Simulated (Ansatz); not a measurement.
Checking a run of Ansatz (a quantum-chemistry and plane-wave program) on ScGe (P6/mmm, 6 atoms in the cell). The aim is a self-consistent single point with DFT, LDA (PW92), plane waves, default PAW files made with PBE.

Cell that was meant: a = 6.1838 Å, b = 6.1838 Å, c = 4.9898 Å, α = 90.00°, β = 90.00°, γ = 120.00°.

Part of the input:

Ansatz 0.2 input:
```yaml
    - { symbol: Ge, position: [0.66666700, 0.33333300, 0.50000000] }
basis:
  ecutwfc: 30.9 Ry
  ecutrho_ratio: 2
kpoints:
  mp_grid: { grid: [6, 6, 7] }
hamiltonian:
```

Log, with long lists cut:

```
   [... lines left out ...]
PAW frozen core: Ge, regenerated for the run's functional, and the local potential with it
Initial density: superposition of atomic densities (neutral atoms: chi_scale 0, normalization atom), corrected by the library's trained network
Initial wavefunctions: pseudopotential atomic-orbital guess
Eigensolver: davidson
Functional: x = slater, c = lda
SCF iter   1: F=—  HF=-18914.561645 eV  |F-HF|=—  |Δ(HF+E_count)|=         —  Δρ=5.43e-3  dr2=4.95e-2  ethr=1.77e-3  ⟨swp⟩=5.6  Hψ=4916  notcnv=0
all-band conjugate gradients solve this SCF's bands
preconditioner: auto → LDOS
SCF iter   2: F=—  HF=-18914.554721 eV  |F-HF|=—  |Δ(HF+E_count)|=   6.92e-3  Δρ=1.78e-3  dr2=3.37e-3  ethr=6.59e-5  ⟨swp⟩=2.0  Hψ=2498  notcnv=0
SCF iter   3: F=—  HF=-18914.553349 eV  |F-HF|=—  |Δ(HF+E_count)|=   1.37e-3  Δρ=5.30e-4  dr2=3.04e-4  ethr=4.49e-6  ⟨swp⟩=2.0  Hψ=2337  notcnv=0
SCF iter   4: F=—  HF=-18914.552983 eV  |F-HF|=—  |Δ(HF+E_count)|=   3.65e-4  Δρ=1.25e-4  dr2=2.38e-5  ethr=4.06e-7  ⟨swp⟩=2.0  Hψ=1984  notcnv=0
SCF iter   5: F=—  HF=-18914.552988 eV  |F-HF|=—  |Δ(HF+E_count)|=   4.44e-6  Δρ=2.93e-5  dr2=1.37e-6  ethr=3.17e-8  ⟨swp⟩=2.0  Hψ=1982  notcnv=0
SCF iter   6: F=-18914.552988 eV  HF=-18914.552988 eV  |F-HF|=3.20e-8  |Δ(HF+E_count)|=   6.52e-7  Δρ=5.32e-6  dr2=4.71e-8  ethr=1.33e-10  ⟨swp⟩=7.4  Hψ=4709  notcnv=0
SCF 1 converged in 6 iterations: F = -18914.552988 eV  dr2 = 4.71e-8
Free energy (F): -18914.552988 eV
Internal energy: -18914.339791 eV  (E = F + TS)
E sigma→0 (E₀):  -18914.446390 eV
Entropy (-TS):   -0.213198 eV (-35.533 meV/atom)
Fermi energy:    6.545520 eV
--- Forces (eV/Å), atoms counted from 1 ---
  atom   1  Sc     0.00000000     0.00000000     0.00000000
   [... zero for the other atoms too ...]
--- Stress (GPa, compression-positive) ---
       -8.920538       0.000000       0.000000
        0.000000      -8.920538      -0.000000
        0.000000      -0.000000     -14.413892
  P = ⅓ Tr σ = -10.7517 GPa (-107.517 kbar)
  The stress holds the Pulay correction, which leaves out the density cutoff's part. Without it, at fixed plane waves, as pw.x and ABINIT print it …
settings of this run that can trade accuracy for cost: basis.ecutrho_ratio < 4. Do not mix this run's numbers with those of runs without the same settings …
```

**Question.** Can these results be used? Check the input.

**Answer.** The run is not sound. The fault is a density cutoff or grid that is too coarse. The density and potential grid has to resolve products of orbitals and any augmentation charge. To fix it, restore the density cutoff. The run converged in 6 iterations without an error; against the sound input the free energy drops by 13.9 meV/atom and the pressure goes from -11.23 to -10.75 GPa. The full log also holds (shortened here): “WARN basis.ecutrho_ratio = 2 (ecutrho = 840.8318350010292 eV) is below the records' recommended cutoff”. At a fixed set of plane waves, without the program's Pulay estimate, the pressure is -10.76 GPa against -11.24 GPa.

An input that runs soundly differs in these lines (not the only fix; some lines may just follow from the change or write a value another way):
```diff
-  ecutrho_ratio: 2
```

With that input, the run converged in 6 iterations: free energy E − TS (on the zero of these files) -18914.4695 eV; Fermi level (on the code's own zero) 6.55 eV; pressure -11.23 GPa (DFT, LDA (PW92), plane waves, default PAW files made with PBE).

On the sound input: the starting cell was generated: these elements placed on a structure prototype, without a prior relaxation; it need not be a known phase or ordering of this composition. With a pressure of about -11 GPa the cell is away from its equilibrium volume at this level. Ansatz's pressure includes its estimate of the finite-basis (Pulay) stress.
